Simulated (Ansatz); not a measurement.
Reference: Si (Fd-3m), PBEsol with spin-orbit coupling, rigid bands (plane waves, PAW; Ansatz, a program for electronic structure); axes and stresses refer to this cell.

```yaml
crystal:
  lattice:
    - [0.00000, 2.71691, 2.71691]
    - [2.71691, 0.00000, 2.71691]
    - [2.71691, 2.71691, 0.00000]
  atoms:
    - { symbol: Si, position: [0.25000, 0.25000, 0.25000] }
    - { symbol: Si, position: [0.00000, 0.00000, 0.00000] }
```

The hole conductivity mass comes out as 0.35 mₑ and the Seebeck coefficient, p-type 1e19 cm⁻³ comes out as 316 μV/K. The Seebeck coefficient, n-type 1e19 cm⁻³ is -309 μV/K.

Task: After one change the values are hole conductivity mass 0.28 mₑ; Seebeck coefficient, p-type 1e19 cm⁻³ 243 μV/K; Seebeck coefficient, n-type 1e19 cm⁻³ -289 μV/K. Which change was made?
A) functional PBE, cell relaxed with it
B) uniaxial stress along [111] of -1 GPa (compression positive)
C) uniaxial stress along [110] of 2 GPa (compression positive)

Result: C, uniaxial stress along [110] of 2 GPa (compression positive)

Masses are for dilute carriers at 300 K, harmonic means over directions unless an axis is named. Seebeck coefficients are for the stated density at 300 K, with one relaxation time for all states and whether or not that doping can be reached. Stresses and pressures are the targets of the relaxation.  The structure type is held under load, also where the real crystal would transform.
